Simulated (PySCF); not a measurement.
PySCF 2.14.0, BP86/def2-svp, df: B(H)(NEtMe)(NMe2) (CCN(C)BN(C)C), 23 atoms. The geometry is a generated start, not checked to be a minimum at this level.

```yaml
task: energy
method: bp86
basis: def2-svp
two_electron_scheme: density fitting
mol.max_memory: 3000 MB
mf.max_cycle: 100
mf.conv_tol: 1e-09 (default)
mf.grids.level: 3 (default)
basis_functions: 187
grid_points: 259560
```

```xyz
23

B     -0.9058     0.1026     0.0289
H     -1.8368     0.7616    -0.2654
N      0.1801     0.1038    -0.8706
C      1.2712    -0.8432    -0.8994
C      0.2834     1.1070    -1.9060
C      1.4052     2.1161    -1.6460
H      2.1845    -0.4536    -0.4302
H      1.5141    -1.0886    -1.9387
H      0.9824    -1.7627    -0.3959
H      0.4553     0.6212    -2.8789
H     -0.6656     1.6428    -1.9600
H      2.3758     1.6265    -1.6487
H      1.4056     2.8805    -2.4176
H      1.2579     2.5917    -0.6794
N     -0.9972    -0.6199     1.2351
C      0.0802    -1.2308     1.9778
C     -2.2666    -0.8080     1.8973
H     -0.0535    -1.0287     3.0465
H      0.1048    -2.3213     1.8514
H      1.0319    -0.8107     1.6757
H     -2.5099    -1.8746     1.9715
H     -2.2424    -0.3981     2.9150
H     -3.0545    -0.3135     1.3376
```

With the defaults (mf.DIIS = CDIIS, mf.diis = true, mf.level_shift = 0, mf.init_guess = minao, mf.diis_space = 8, mf.damp = 0, mf.diis_start_cycle = 1) it converges in 13 Fock builds. One run each on 2 threads, 1 BLAS thread, with these changes:
- mf.init_guess = sap
- mf.damp = 0.3, mf.diis_start_cycle = 4
- mf.diis = false
- mf.diis_space = 20
- mf.DIIS = EDIIS
- mf.init_guess = atom
- mf.level_shift = 0.3 Hartree
- mf.diis_space = 3
- mf.diis = false, mf.damp = 0.7, mf.diis_start_cycle = 999

### Question
Name the settings that don't reach the solution of the defaults.

### Answer
No convergence: mf.DIIS = EDIIS; mf.diis = false (the run ends without SCF convergence in 100 cycles). The rest reach the solution of the defaults.

```json
[
 {"setting": "the defaults", "Fock builds": "13", "end": "same solution"},
 {"setting": "mf.diis_space = 20", "Fock builds": "13", "end": "same solution"},
 {"setting": "mf.level_shift = 0.3 Hartree", "Fock builds": "14", "end": "same solution"},
 {"setting": "mf.init_guess = atom", "Fock builds": "14", "end": "same solution"},
 {"setting": "mf.damp = 0.3, mf.diis_start_cycle = 4", "Fock builds": "16", "end": "same solution"},
 {"setting": "mf.init_guess = sap", "Fock builds": "17", "end": "same solution"},
 {"setting": "mf.diis_space = 3", "Fock builds": "23", "end": "same solution"},
 {"setting": "mf.diis = false, mf.damp = 0.7, mf.diis_start_cycle = 999", "Fock builds": "26", "end": "same solution"},
 {"setting": "mf.DIIS = EDIIS", "Fock builds": "101", "end": "no convergence"},
 {"setting": "mf.diis = false", "Fock builds": "101", "end": "no convergence"}
]
```
